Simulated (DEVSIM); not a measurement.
Device: Schottky contact on n-type Si, at 300 K.

```tsv
layer (left to right)	material	thickness (μm)	Nd (cm⁻³)	τn (s)	τp (s)
1	Si	5.00	1.1e16	1.3e-6	1.3e-6
```

Left contact: Schottky, work function 4.76 eV, emission velocity 4.5e6 cm/s. Right contact: ohmic. Voltage is applied to the left contact. Recombination: SRH at mid-gap, radiative, Auger. Mobility is constant in doping.

The device is made up for the run: typed textbook-type constants, with dimensions and the other settings drawn at random. Values at 300 K.

```csv
parameter,Si
gap (eV),1.124
affinity (eV),4.05
permittivity,11.7
Nc (cm⁻³),2.86e19
Nv (cm⁻³),3.1e19
μn (cm²/Vs),1417
μp (cm²/Vs),470
B (cm³/s),4.7e-15
Cn (cm⁶/s),2.8e-31
Cp (cm⁶/s),9.9e-32
```

DEVSIM, 1D drift-diffusion, Boltzmann statistics, complete ionisation; no tunnelling, impact ionisation, image-force lowering or self-heating. Metal contacts follow the ideal Schottky-Mott rule: no Fermi-level pinning, no interface dipoles.

Task: Tabulate band edges, carrier densities and field at zero bias.

Result: Energies count from the Fermi level of the right contact; mesh points crowd at the junctions.

```csv
x (μm),Ec (eV),Ev (eV),n (cm⁻³),p (cm⁻³),field (V/cm)
0.000,0.710,-0.414,3.4e7,3.4e12,-40000
0.01208,0.662,-0.462,2.1e8,5.5e11,-38000
0.03017,0.596,-0.528,2.8e9,4.1e10,-35000
0.05727,0.506,-0.618,9.0e10,1.3e9,-31000
0.1136,0.360,-0.764,2.5e13,4600000,-21000
0.1823,0.254,-0.870,1.5e15,76000,-9900
0.2852,0.208,-0.916,9.1e15,13000,-1200
0.5206,0.203,-0.921,1.1e16,11000,≈ 0
0.7921,0.203,-0.921,1.1e16,11000,≈ 0
1.199,0.203,-0.921,1.1e16,11000,≈ 0
1.808,0.203,-0.921,1.1e16,11000,≈ 0
2.962,0.203,-0.921,1.1e16,11000,≈ 0
3.648,0.203,-0.921,1.1e16,11000,≈ 0
4.105,0.203,-0.921,1.1e16,11000,≈ 0
4.481,0.203,-0.921,1.1e16,11000,≈ 0
4.662,0.203,-0.921,1.1e16,11000,≈ 0
4.782,0.203,-0.921,1.1e16,11000,≈ 0
4.863,0.203,-0.921,1.1e16,11000,≈ 0
4.933,0.203,-0.921,1.1e16,11000,≈ 0
4.963,0.203,-0.921,1.1e16,11000,≈ 0
4.983,0.203,-0.921,1.1e16,11000,≈ 0
5.000,0.203,-0.921,1.1e16,11000,≈ 0
```
